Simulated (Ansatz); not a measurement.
Consider NaF in the rock salt structure (space group Fm-3m, No. 225; a = 4.701 Å).

Method: PBE, PAW, 420 eV (Ansatz, an electronic-structure program; no spin-orbit coupling).

For the base:

* **Band gap**: 6.09 eV

Now apply this change: the cell is scaled by 0.9900 in all directions; the atoms relax in the strained cell.

**Question.** What happens to the band gap and energy relative to the base?

**Answer.** The band gap grows by 0.16 eV to 6.25 eV; the energy grows by 1.7 meV/atom.

Stability against distortions was not tested.
